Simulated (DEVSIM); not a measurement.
Device: illuminated Si p-on-n cell, one wavelength, at 300 K.

| layer (left to right) | material | thickness (μm) | Nd (cm⁻³) | Na (cm⁻³) | τn (s) | τp (s) | absorption coefficient (cm⁻¹) |
|---|---|---|---|---|---|---|---|
| 1 | Si | 0.490 | - | 3.9e18 | 1.6e-8 | 1e-7 | 1500 |
| 2 | Si | 54.0 | 3.2e15 | - | 6e-7 | 6e-7 | 1500 |

Left contact: ohmic, minority electron recombination velocity 2e6 cm/s. Right contact: ohmic, minority hole recombination velocity 2000 cm/s. Voltage is applied to the left contact. Recombination: SRH at mid-gap, radiative, Auger. Gap narrowing is on: ΔEg = 6.92 meV × (l + √(l² + 0.5)), l = ln(N/1.3e17 cm⁻³), shared equally by both band edges. Light enters at the left, 2.9e16 photons cm⁻² s⁻¹, one pass, no reflection. Mobility is constant in doping.

The device is made up for the run: typed textbook-type constants, with dimensions and the other settings drawn at random. Values at 300 K.

```
parameter           Si
-------------  -------
gap (eV)         1.124
affinity (eV)     4.05
permittivity      11.7
Nc (cm⁻³)      2.86e19
Nv (cm⁻³)       3.1e19
μn (cm²/Vs)       1417
μp (cm²/Vs)        470
B (cm³/s)      4.7e-15
Cn (cm⁶/s)     2.8e-31
Cp (cm⁶/s)     9.9e-32
```

Model (solved in DEVSIM): 1D drift-diffusion, Boltzmann statistics, complete ionisation; no tunnelling, impact ionisation, image-force lowering or self-heating.

Task: Tabulate band edges, carrier densities and field at -2.0 V on the left contact, in the dark.

Result: Energies count from the Fermi level of the right contact; mesh points crowd at the junctions.

| x (μm) | Ec (eV) | Ev (eV) | n (cm⁻³) | p (cm⁻³) | field (V/cm) |
|---|---|---|---|---|---|
| 0.000 | 3.023 | 1.946 | 140 | 3.9e18 | ≈ 0 |
| 0.03108 | 3.023 | 1.946 | 130 | 3.9e18 | ≈ 0 |
| 0.09378 | 3.023 | 1.946 | 110 | 3.9e18 | ≈ 0 |
| 0.2339 | 3.023 | 1.946 | < 1e2 | 3.9e18 | ≈ 0 |
| 0.4083 | 3.023 | 1.946 | < 1e2 | 3.9e18 | ≈ 0 |
| 0.4666 | 3.023 | 1.946 | < 1e2 | 3.9e18 | ≈ 0 |
| 0.4931 | 3.000 | 1.877 | < 1e2 | 2.6e17 | -70000 |
| 0.5476 | 2.716 | 1.593 | < 1e2 | 4.4e12 | -49000 |
| 0.6583 | 2.201 | 1.077 | 1300 | 34000 | -44000 |
| 0.9007 | 1.284 | 0.160 | 6900 | 19000 | -32000 |
| 1.490 | 0.265 | -0.859 | 1.0e15 | < 1e2 | -3500 |
| 3.545 | 0.235 | -0.888 | 3.2e15 | 2600 | ≈ 0 |
| 7.717 | 0.235 | -0.888 | 3.2e15 | 7400 | ≈ 0 |
| 17.54 | 0.235 | -0.888 | 3.2e15 | 16000 | ≈ 0 |
| 39.86 | 0.235 | -0.888 | 3.2e15 | 27000 | ≈ 0 |
| 48.29 | 0.235 | -0.888 | 3.2e15 | 29000 | ≈ 0 |
| 51.76 | 0.235 | -0.888 | 3.2e15 | 29000 | ≈ 0 |
| 53.34 | 0.235 | -0.888 | 3.2e15 | 30000 | ≈ 0 |
| 54.12 | 0.235 | -0.888 | 3.2e15 | 30000 | ≈ 0 |
| 54.35 | 0.235 | -0.888 | 3.2e15 | 30000 | ≈ 0 |
| 54.44 | 0.235 | -0.888 | 3.2e15 | 30000 | ≈ 0 |
| 54.49 | 0.235 | -0.888 | 3.2e15 | 30000 | ≈ 0 |
